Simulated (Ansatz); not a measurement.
Consider Ta in the bcc (W type) structure (space group Im-3m, No. 229).

```yaml
crystal:
  lattice:
    - [-1.64098, 1.64098, 1.64098]
    - [1.64098, -1.64098, 1.64098]
    - [1.64098, 1.64098, -1.64098]
  atoms:
    - { symbol: Ta, position: [0.00000, 0.00000, 0.00000] }
```

Cartesian axes are those of the cell as printed.

Method: Kohn–Sham DFT with the PBEsol functional, run in Ansatz (a quantum-chemistry and plane-wave program) with PAW and 420 eV plane waves, without spin-orbit coupling.

One thing is altered: an isotropic linear strain of +2.04 %; the atoms relax in the strained cell.

Predict the stress tensor and what it implies for the stiffness.

Stress of the strained cell less that of the base (GPa, compression positive):
```
  -11.3     0.0     0.0
    0.0   -11.3     0.0
    0.0     0.0   -11.3
```

Then B = −ΔP/(ΔV/V₀) with ΔV/V₀ = 0.0625 gives secant stiffness values (nonlinear terms included at this strain): B ≈ 181 GPa.

As a check, the harmonic strain energy −½ V₀ Δσ:ε is 38 meV/atom; the computed energy rise is 41 meV/atom.

No phonon test of stability was made. All final runs are without spin polarisation.
